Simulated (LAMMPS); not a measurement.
Simulation of a free-standing liquid film of SiC, 896 atoms, at 2900 K.

All values are model results, not measurements: classical MD, pair style edip/multi, file SiC.edip; code LAMMPS.

Problem. Estimate the excess potential energy of the surface, the number density in the middle for this model.

Solution. excess potential energy of the surface: 0.17 J/m²; number density in the middle: 0.0687 Å⁻³.

Caution: at ambient pressure real SiC sublimes or decomposes before or as it melts, so this liquid is the model's.
